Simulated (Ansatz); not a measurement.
**Pressure series in Ga2O3**

Base system: Ga2O3 in the corundum structure (space group R-3c, No. 167; a = 5.0579 Å, c = 13.6242 Å (hexagonal axes)).

Cell and atoms are relaxed at each pressure.

Method: Ansatz (a quantum-chemistry and plane-wave program) PBE, no SOC, earlier PAW set.

Candidates:
(a) pressure −1 GPa
(b) pressure 9 GPa
(c) pressure 0.9 GPa
(d) pressure 15 GPa
(e) pressure 22.5 GPa

For the base:

- Band gap: 2.41 eV

### Question
Order them by band gap, highest first.

### Answer
(e) pressure 22.5 GPa (3.38 eV), (d) pressure 15 GPa (3.09 eV), (b) pressure 9 GPa (2.83 eV), (c) pressure 0.9 GPa (2.45 eV), (a) pressure −1 GPa (2.36 eV)

Load acts through the strain it causes; cell and atoms are relaxed under it. Stability against distortions was not tested. No other phases were tried under pressure.
